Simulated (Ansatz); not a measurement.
What pressure 2.1 GPa does to GaN

Take GaN in the zinc blende structure (space group F-43m, No. 216; a = 4.455 Å) as the base.

It is then changed as follows: a hydrostatic pressure of 2.1 GPa.

All numbers come from LDA, PAW, 420 eV (Ansatz, an electronic-structure program; spin-orbit coupling left out). Γ-centred 13×13×13 mesh, Fermi–Dirac width 0.05 eV.

| quantity | base | changed | shift |
|---|---|---|---|
| volume per atom | 11.06 Å³ | 10.94 Å³ | -0.112 Å³ |
| density | 6.29 g/cm³ | 6.35 g/cm³ | +0.06 g/cm³ |
| lattice parameter a | 4.455 Å | 4.440 Å | -0.015 Å |
| enthalpy H = E + PV relative to the base's energy | – | +0.14 eV/atom | – |
| band gap | 1.96 eV | 2.02 eV | +0.066 eV |
| gap character | direct at Γ | direct at Γ | – |
| width of the top valence band | 3.86 eV | 3.92 eV | +0.052 eV |
| electron mass | 0.18 mₑ (at Γ) | 0.18 mₑ (at Γ) | – |
| hole mass (degenerate bands, along [100]) | 0.18, 0.85, 0.85 mₑ (at Γ) | 0.19, 0.84, 0.84 mₑ (at Γ) | – |
| valley order (the lowest conduction-band minima on the path, energy above the VBM, named in the base's zone) | Γ 1.96 eV; X along ⟨100⟩ 3.27 eV | Γ 2.02 eV; X along ⟨100⟩ 3.27 eV | – |

Final structure:

```
CELL_PARAMETERS angstrom
      0.00000     2.22017     2.22017
      2.22017     0.00000     2.22017
      2.22017     2.22017     0.00000
ATOMIC_POSITIONS crystal
  Ga 0.00000 0.00000 0.00000
  N  0.25000 0.25000 0.25000
```

Cost of the whole job for the changed cell (relaxation, final SCF and bands): very roughly 20 core-seconds.

Load acts through the strain it causes; cell and atoms are relaxed under it. Masses are band curvatures over ±0.01 Å⁻¹ around the edge. Whether these cells are dynamically stable was not tested. Tetrahedral semiconductors of this kind turn to denser phases somewhere between about 1 and 50 GPa; those were not computed, so compressed cells here can lie past the real transition. This is not the structure that GaN has at room temperature and ambient pressure.
